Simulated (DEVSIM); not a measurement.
System: Si p+/n-/n+ power diode, at 400 K.

```
layer (left to right)  material  thickness (μm)  Nd (cm⁻³)  Na (cm⁻³)  τn (s)  τp (s)
---------------------  --------  --------------  ---------  ---------  ------  ------
1                            Si           0.670          -     9.4e18  1.3e-7  1.3e-7
2                            Si            16.0     5.3e15          -  1.3e-7  1.3e-7
3                            Si            1.40     1.2e18          -  1.3e-7  1.3e-7
```

Left contact: ohmic. Right contact: ohmic. Voltage is applied to the left contact. Recombination: SRH at mid-gap, Auger. Mobility is μmin + (μ − μmin)/(1 + (N/Nref)^α).

Constants are typed, rounded textbook-type inputs, not results; the design itself was drawn at random and stands for no fabricated device. Values at 300 K; Nc and Nv go as T^1.5, mobilities as T to minus their exponent, the gap by Varshni's rule with the affinity fixed.

| parameter | Si |
|---|---|
| gap (eV) | 1.124 |
| affinity (eV) | 4.05 |
| permittivity | 11.7 |
| Nc (cm⁻³) | 2.86e19 |
| Nv (cm⁻³) | 3.1e19 |
| μn (cm²/Vs) | 1417 |
| μp (cm²/Vs) | 470 |
| μn,min | 52 |
| μp,min | 45 |
| Nref,n | 9.7e16 |
| Nref,p | 2.2e17 |
| αn | 0.68 |
| αp | 0.72 |
| T exponent of μn | 2.3 |
| T exponent of μp | 2.2 |
| Cn (cm⁶/s) | 2.8e-31 |
| Cp (cm⁶/s) | 9.9e-32 |
| Varshni α (eV/K) | 0.000473 |
| Varshni β (K) | 636 |

Simulated with DEVSIM: 1D drift-diffusion, Boltzmann statistics, complete ionisation; no tunnelling, impact ionisation, image-force lowering or self-heating.

The doping Nd of layer 3 was swept, all else fixed.

```
doping Nd of layer 3 (cm^-3)  potential step across the device at zero bias (V)  dark forward voltage at 100 A/cm² (V)  dark forward voltage at 1 A/cm² (V)
----------------------------  -------------------------------------------------  -------------------------------------  -----------------------------------
3.6e16                                                                    0.795                                  0.655                                0.412
1.2e17                                                                    0.837                                      ?                                0.415
3.6e17                                                                    0.875                                  0.670                                0.416
1.2e18                                                                    0.916                                  0.680                                0.417
3.6e18                                                                    0.954                                  0.685                                0.417
1.2e19                                                                    0.996                                  0.687                                0.417
```

Q: Complete the blanks.

A: 
- 1.2e17, dark forward voltage at 100 A/cm² (V): 0.661
